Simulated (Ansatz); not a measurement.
## Hypothetical Fddd WSi2, response to strain

The parent structure is WSi$_{2}$ (space group Fddd, No. 70; a = 4.557 Å, b = 7.874 Å, c = 8.915 Å; a hypothetical phase, not in the database extracts checked). Axes: x, y, z lie along a, b, c of the conventional cell.

Strains are applied to the cell and any free atomic positions relax.

Levels (all Ansatz, an electronic-structure program, PAW): PBEsol (420 eV, no spin-orbit coupling); r2SCAN (500 eV, no SOC).

Pressures by level, all at the geometries relaxed with PBEsol:

```tsv
case	PBEsol	r2SCAN
base	0.0 GPa	0.5 GPa
isotropic strain −1.11 %	8.3 GPa	9.0 GPa
isotropic strain −0.82 %	6.0 GPa	6.6 GPa
isotropic strain +5.28 %	-25.2 GPa	-25.3 GPa
tensor shear ε_xy = −0.93 %	0.1 GPa	0.6 GPa
```

Single points use the geometry relaxed with PBEsol. Their cutoffs differ, which shifts pressures a little. Stability against distortions was not tested. The final runs are not spin-polarised.
